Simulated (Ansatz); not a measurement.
CsCl-type PdIn was calculated with PBE+SOC (Ansatz, a program for electronic structure, plane waves, PAW).

Input file:

Ansatz 0.2 input:
```yaml
crystal:
  lattice:
    - [3.2594947382, 0.0, 0.0]
    - [0.0, 3.2594947382, 0.0]
    - [0.0, 0.0, 3.2594947382]
  atoms:
    - { symbol: In, position: [0.5, 0.5, 0.5] }
    - { symbol: Pd, position: [0.0, 0.0, 0.0] }
basis:
  ecutwfc: 520
  ecutrho_ratio: 4
  xc_grid: 2
kpoints:
  mp_grid: { grid: [18, 18, 18] }
hamiltonian:
  xc: pbe
  dispersion: none
  pseudopotentials: { kind: paw }
scf:
  occupations: { method: fermi_dirac, width: 0.05 }
  convergence: { dr2_threshold: 0.0000000002 }
output:
  forces: true
  stress: true
  eigenvalues: true
magnetization:
  noncollinear: true
  spin_orbit: true
```

Output (set-up and result lines):

```
Crystal: 2 atoms, lattice volume = 34.630 Å³
Basis set: ecut = 520 eV, 925 PW (Γ), exchange–correlation on 50×50×50 points (8 copies of the dense FFT grid, shifted against one another)
Bands: 40, of which v1, the nominal top of the filled ones, is band 31 counted from 1 (30 counted from 0)
Symmetry: 48 space group operations + 48 with time reversal
k-points: 220 of 5832
Initial density: superposition of atomic densities (chi_scale 0.1, normalization cell, long waves kept (reshape's long-wave potential 0.00 eV rms))
Functional: x = pbe(κ = 0.804, μ = 0.2195149727645171), c = pbe(β = 0.06672455060314922)
SCF 1 converged in 11 iterations: F = -12575.634344 eV  dr2 = 1.91e-12
SCF converged after 11 iterations
Free energy (F): -12575.634344 eV
Internal energy: -12575.628175 eV  (E = F + TS)
E sigma→0 (E₀):  -12575.631260 eV
Fermi energy:    17.072135 eV
--- Forces (eV/Å), atoms counted from 1 ---
  atom   1  In     0.00000000    -0.00000000     0.00000000
  atom   2  Pd    -0.00000000     0.00000000     0.00000000
--- Stress (GPa, compression-positive) ---
        5.130467       0.000000       0.000000
        0.000000       5.130467       0.000000
        0.000000       0.000000       5.130467
  P = ⅓ Tr σ = 5.1305 GPa (51.305 kbar)
```

The cell is one volume of an energy–volume scan, off the minimum.
